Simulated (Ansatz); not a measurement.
The reference is Cu in the fcc (Cu type) structure (space group Fm-3m, No. 225; relaxed with 0.1 eV smearing).

```xyz
1
Lattice="0.0000 1.7819 1.7819 1.7819 0.0000 1.7819 1.7819 1.7819 0.0000" Properties=species:S:1:pos:R:3 pbc="T T T"
Cu     0.0000     0.0000     0.0000
```

Calculations: Kohn–Sham DFT with the PBEsol functional, run in Ansatz (a quantum-chemistry and plane-wave program) with PAW and 420 eV plane waves, scalar-relativistic without spin-orbit coupling.

Base values:

| Quantity | Result |
|---|---|
| Pressure | 0.0 GPa |

Now apply this change: an isotropic linear strain of −3.00 %; the atoms relax in the strained cell.

Task: What does the calculation give for the pressure after the change?

Result: The pressure goes from zero to 19.3 GPa.

Task: How does this affect the energy relative to the base?

Result: The energy increases by 54 meV/atom.

Whether these cells are dynamically stable was not tested. The final runs are not spin-polarised.
